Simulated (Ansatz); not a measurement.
# Ga$_{2}$O$_{3}$ in the corundum structure (space group R-3c, No. 167)

Space group R-3c, hexagonal axes (No. 167); a = 5.0577 Å, b = 5.0577 Å, c = 13.6232 Å, α = 90.00°, β = 90.00°, γ = 120.00°

```
atom  site  symmetry       x       y       z
----  ----  --------  ------  ------  ------
Ga     12c        3.  0.0000  0.0000  0.1442
O      18e        .2  0.3031  0.3031  0.2500
```
(The calculation used a cell of 10 atoms; values per cell refer to that cell.)

All numbers come from PBE in Ansatz (plane waves to 420 eV, PAW, no SOC). Settings: 8×8×8 k-points, 0.05 eV Fermi–Dirac smearing.

```json
{
  "volume_per_atom": "10.06 Å³",
  "density": "6.19 g/cm³",
  "band_gap": "2.40 eV, indirect, Γ–S₀ (50 % along) → Γ",
  "electron_mass": "0.21 mₑ",
  "Lowest conduction-band minima above the VBM": "Γ 2.40 eV",
  "total_energy": "-1853.981 eV/atom (σ→0; compares only within this code and set-up)"
}
```

Effective masses come from finite differences of ±0.01 Å⁻¹. Whether these cells are dynamically stable was not tested.

Ansatz is a first-principles code.
